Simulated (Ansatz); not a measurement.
Amorphous In₁₅Ga₉Sn₉O₅₄, 87 atoms at 6.19 g/cm³, one PBE-relaxed geometry, zone centre. Methods: PBE, scalar-relativistic without spin-orbit coupling (Ansatz, a first-principles code); r2SCAN, scalar-relativistic without spin-orbit coupling (Ansatz); HSE06, scalar-relativistic without spin-orbit coupling (Ansatz). Plane waves to 420 eV (r2SCAN 500 eV); exact exchange is cut at the cell's faces. At PBE the levels at the filled edge of the gap are localised (band-tail or defect states). All rungs ran without spin polarisation.

A CHGNet melt-quench gave the starting glass, which DFT then relaxed. O atoms were pushed apart under 1.9 Å during the dynamics, to hinder bonds among them. The hot cell started wider than the set density and was brought back towards it in steps. It is the lowest in DFT energy of 4 quenches. It is a model cell: composition and starting density were chosen by hand, and all elements were melted together. No dispersion term was used. Its density started from a set value of 6.21 and ended at 6.19 g/cm³. The simulated quench (nominally 88 K/ps over its main leg) is rapid and tends to freeze in more defects than a deposited or slowly cooled glass has. Values belong to this one cell and scatter from quench to quench. The volume was free in the relaxation, at fixed shape. Stress components on the final sampling reach 2.2 GPa.

The relaxation ran on the zone centre alone. At PBE the level gap is 0.64 eV on a 2×2×2 Γ-centred mesh, and the spacing at the zone centre alone 0.64 eV.

Problem. What zone-centre spacing does r2SCAN give, roughly?

Solution. 1.11 eV (+0.47 eV against PBE).

Problem. What zone-centre spacing does HSE06 give, roughly?

Solution. 2.11 eV (+1.48 eV against PBE).

The highest filled and the lowest empty state spread over these numbers of atoms (participation numbers): PBE: 5.2 and 77.5; r2SCAN: 4.7 and 76.1; HSE06: 5.3 and 75.7.
